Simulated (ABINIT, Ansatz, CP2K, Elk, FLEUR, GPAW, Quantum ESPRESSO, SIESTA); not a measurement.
# Code comparison for InAs (F-43m, 2 atoms in the cell)

Self-consistent single point, at a second geometry (lattice scaled by 0.98). First geometry:

```xyz
2
Lattice="0.0000 3.0300 3.0300 3.0300 0.0000 3.0300 3.0300 3.0300 0.0000" Properties=species:S:1:pos:R:3 pbc="T T T"
In     0.0000     0.0000     0.0000
As     1.5150     1.5150     1.5150
```

Shared settings, as Ansatz (a quantum-chemistry and plane-wave program) writes them: kpoints.mp_grid.grid = 9 9 9; scf.occupations.method = fermi_dirac; scf.occupations.width = 0.0037 Ry. Potentials and cutoffs stand in the table.

```tsv
code	model	ΔF from the first geometry (meV/atom)	pressure (GPa)	cutoff
SIESTA	GGA PBE, numerical atomic orbitals DZP, PseudoDojo PBE standard norm-conserving potentials (rewritten from UPF to PSML)	58.9	8.13	grid 350 Ry
GPAW	PBE, GPAW PAW datasets PBE (gpaw-data 1.0.1)	55.0	7.59	550 eV
Quantum ESPRESSO	PBE, PseudoDojo standard norm-conserving (PBE) pseudopotentials	58.2	8.06	85 Ry
ABINIT	PBE, norm-conserving pseudopotentials (PseudoDojo nc-sr-05 PBE standard)	58.2	8.06	42 Ha
CP2K	PBE, GPW, DZVP-MOLOPT-SR-GTH basis, GTH-PBE potentials (GTH_POTENTIALS)	65.9	8.91	grid 500 Ry
Ansatz	PBE, default PAW files	57.3	7.92	default
Elk	PBE, all-electron FP-LAPW, Elk's shipped species files, APW+lo basis with extra local orbitals	56.4	–	rgkmax 8
FLEUR	PBE, all-electron FLAPW (FLEUR), scalar-relativistic valence	59.8	–	Kmax 4.3 1/bohr
```

A dash marks a value that a program does not give, or that is left out as unsure.

The spread over the programs that give each value: ΔF from the first geometry within 10.9 meV/atom; pressure within 1.32 GPa.

SIESTA and CP2K use small atom-centred bases, whose incompleteness enters pressures, forces and empty levels differently from a plane-wave cutoff. Elk and FLEUR treat all electrons, but the usual bases taken here (sphere radii, linearisation, local orbitals, empty states) were not tested for convergence, so the values are no reference for the others. Ansatz's pressure is given at a fixed set of plane waves, as the other plane-wave codes print theirs; with its correction for the finite basis it is 7.95 GPa.

The starting cell has typed, rounded lattice constants, without a prior relaxation at this level. For this run, on top of that: lattice scaled by 0.98.

Keys are those of Ansatz 0.2.
